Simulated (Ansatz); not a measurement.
Here is the system:

End structure of a constructed model of the (111) surface of fcc Ir, (√3x√3)R30° layer of C, one a cell, on the site that continues the host's stacking (bottom of the slab: a bare face, its two planes held):

```xyz
19
Lattice="4.1058 2.3705 0.0000 -4.1058 2.3705 0.0000 0.0000 0.0000 29.0000" Properties=species:S:1:pos:R:3 pbc="T T T"
Ir    -2.7372     1.5803     8.0841
Ir     0.0000     1.5803     8.0841
Ir     2.7372     1.5803     8.0841
Ir    -1.3686     0.7902    10.3190
Ir     1.3686     0.7902    10.3190
Ir     0.0000     3.1606    10.3190
Ir     0.0003    -0.0002    12.5334
Ir    -1.3689     2.3703    12.5334
Ir     1.3686     2.3709    12.5334
Ir    -2.7372     1.5803    14.7482
Ir     0.0000     1.5803    14.7960
Ir     2.7372     1.5803    14.7960
Ir    -1.3699     0.7909    16.9907
Ir     1.3686     0.7887    16.9907
Ir     0.0013     3.1614    16.9907
Ir     0.0071    -0.0041    19.2821
Ir    -1.3757     2.3664    19.2821
Ir     1.3686     2.3787    19.2821
C     -2.7372     1.5803    20.4422
```

Model: 19-atom slab, 12.8 Å thick at the start with caps and adatoms (thin: gaps and levels are the slab's own), 9x9x1 mesh, Fermi-Dirac 0.1 eV, dipole correction, 6 atoms held, the rest relaxed; symmetry of the start imposed; no spin, no spin-orbit, no U. It is one candidate, not shown to be the stable structure of the face.

### Question
What work function of the top face does Ansatz (an electronic-structure program) with PBE give?

### Answer
5.94 eV
